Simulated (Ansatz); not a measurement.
**TiC: strain along the normal**

TiC (rock salt, Fm-3m, 10.133 Å³/atom at rest) under an equal strain ε in the (001) plane with the normal axis free, as in a coherent film. r2SCAN in Ansatz, a plane-wave DFT program (PAW, default set), 500 eV, 23×23×23 Γ-centred mesh, Fermi-Dirac smearing 0.10 eV; ions are relaxed within the symmetry of each cell.

Here s stands for strain and y for normal strain.

| strain (%) | normal strain (%) |
|---|---|
| -3.00 | ? |
| -1.50 | 0.76 |
| -1.00 | 0.50 |
| -0.50 | 0.25 |
| 0.00 | 0.00 |
| 0.50 | -0.24 |
| 1.00 | -0.48 |
| 1.50 | -0.70 |

Task: Fit y against s with a straight line, and predict the withheld value at s = -3.00.

Result: Means: s 0, y 0.013. About the means, the sum of products is -3.4150 and the sum of squares of s is 7.0000; the slope is their ratio. Least squares gives y = 0.013 - 0.4879·s. Residuals (row less fit): 0.015, -0.001, -0.007, -0.013, -0.009, -0.005, 0.019; standard error 0.013 (degrees of freedom: 5). The slope, -0.49 ± 0.01, is the elastic response of the normal axis, −2C12/C11 for this plane. At the withheld row, y = 0.013 - 0.4879 × (-3.0) = 1.477%. The calculation gives 1.57%, 0.093% above the prediction (4.1 % of the range of y in the table). The row lies outside the fitted rows, so this is an extrapolation. From the scatter of the fitted rows alone, a prediction at this place has a standard error of 0.021%, so the miss is 4.4 times that.

One order more, fitted to all 13 runs of the series, follows each within 0.01, so the miss is the next term of a smooth law. In a metal these values are sensitive to mesh and smearing; energies are taken to zero smearing, stresses follow the free energy. Rows are the converged runs of the series near zero and its far end; series whose fitted rows scatter by over a few per cent of the range, as at a crossing or softening among them, aren't shown in this form. Most that stay on the fit to the last digits aren't either.
